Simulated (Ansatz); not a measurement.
End structure of H on the 1x1 (0001) surface of hcp Sc, one in a 1x1 cell, started at the site 'hollow Sc-Sc-Sc':

```xyz
5
Lattice="3.3198 0.0000 0.0000 -1.6599 2.8751 0.0000 0.0000 0.0000 27.0000" Properties=species:S:1:pos:R:3 pbc="T T T"
Sc     1.6599     0.9584     9.6866
Sc     0.0000     1.9167    12.1904
Sc     1.6599     0.9584    14.7998
Sc     0.0000     1.9167    17.4476
H     -1.6599     2.8751    18.4133
```

Slab: 5 atoms, 7.6 Å thick at the start under the adsorbate (thin: gaps and levels are the slab's own); k 10x10x1, smearing 0.1 eV, dipole-corrected; 2 atoms held, the rest relaxed; symmetry of the start imposed; no spin, no spin-orbit, no U, no dispersion correction. At the end it is bonded to 3 Sc. In PBE it is, or lies within 0.03 eV of, the lowest of the starts that converged.

A negative adsorption energy means that the adsorbate is more stable on the surface than in its reference.

### Question
Predict the adsorption energy against ½ H2(g) from PBE (Ansatz, a program for electronic structure).

### Answer
-1.00 eV

### Question
Estimate the change of the work function that PBE returns for this input.

### Answer
0.38 eV

### Question
What change of the step from the bottom to the top vacuum level, against the clean slab does PBE give?

### Answer
0.39 eV

### Question
Predict the work function of the top face from PBE.

### Answer
3.96 eV
